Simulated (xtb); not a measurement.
xtb 6.7.1, GFN2-xTB: Si(OH)(OMe)(SeH)2 (CO[Si](O)([SeH])[SeH]), 12 atoms. The geometry is a generated start, not checked to be a minimum at this level.

```yaml
method: GFN2-xTB
"--acc": 1 (default)
"--etemp (K)": 300 (default)
detailed input (--input): "none: ANC optimiser, Lindh (1995) Hessian, microcycle=20, maxdispl=1.0, hlow=0.01 (default)"
basis_functions: 48
valence_electrons: 38
```

```xyz
12

C      1.8671    -0.7294    -0.0546
O      0.9341    -0.0606     0.7378
Si    -0.6093     0.2470     0.4283
O     -1.2964     0.2736     1.8839
Se    -0.9206     2.3269    -0.5106
Se    -1.4199    -1.4449    -0.8966
H      1.4440    -1.6550    -0.4570
H      2.7224    -0.9694     0.5746
H      2.1914    -0.0985    -0.8850
H     -1.9668     0.9152     2.1051
H     -0.2575     2.0342    -1.7450
H     -2.6885    -0.8391    -1.1809
```

The structure is relaxed from this start with --opt LEVEL for the levels crude, sloppy, loose, lax, normal, tight, vtight, extreme, once each. Up to the end of the extreme run atoms move by at most 0.80 Å along an axis.

### Question
What is the loosest level that ends within 1 meV of the extreme run, and how many cycles does it take?

### Answer
tight: 91 cycles against 98, ending 0.012 meV above.

| level | cycles | energy above the extreme run (meV) | gradient norm (eV/Å) |
|---|---|---|---|
| crude | 1 | 74 | 0.11 |
| sloppy | 1 | 74 | 0.11 |
| loose | 1 | 74 | 0.11 |
| lax | 1 | 74 | 0.11 |
| normal | 38 | 16 | 0.044 |
| tight | 91 | 0.012 | 0.017 |
| vtight | 93 | under 0.01 | 0.0058 |
| extreme | 98 | — | 0.0021 |
